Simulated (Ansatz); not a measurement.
The starting structures come from a database of crystals and need not be the phases stable at ambient conditions.

 Where the default PAW files enter, the runs use the earlier of Ansatz's two default sets.

Data:

```xyz
12
Lattice="5.7653 0.0000 0.0000 0.0000 5.9933 0.0000 0.0000 2.9966 2.9966" Properties=species:S:1:pos:R:3 pbc="T T T"
Na     2.8827     2.9966     0.0000
Na     0.0000     0.0000     0.0000
B      0.0000     2.9966     0.0000
B      2.8827     0.0000     0.0000
H      3.5830     0.7075     0.7079
H      2.1823     5.2853     0.7075
H      3.5830     8.2824     2.2887
H      2.1823     3.7046     2.2891
H      5.0650     5.2853     2.2891
H      0.7003     2.2891     0.7079
H      5.0650     3.7046     0.7075
H      0.7003     6.7008     2.2887
```

Space group of this cell: P4_2/nmc. The cell was relaxed by PBE-D3(BJ).

Transport runs along the normal of the first two printed cell vectors, the (110) plane of the conventional cell.

No gap correction and no spin-orbit coupling; mid-gap values are interpolated between computed energies.

Task: Estimate the band gap and the smallest decay constant κ at mid-gap that r2SCAN (Ansatz, an electronic-structure program) returns for this system.

Result: Gap 6.79 eV on a 6×10×10 mesh; κ = 0.500 1/Å, at (0.167, 0.000) of the in-plane reciprocal vectors. At the zone centre, at the nearest computed energy, the slowest state has κ = 0.51 1/Å.
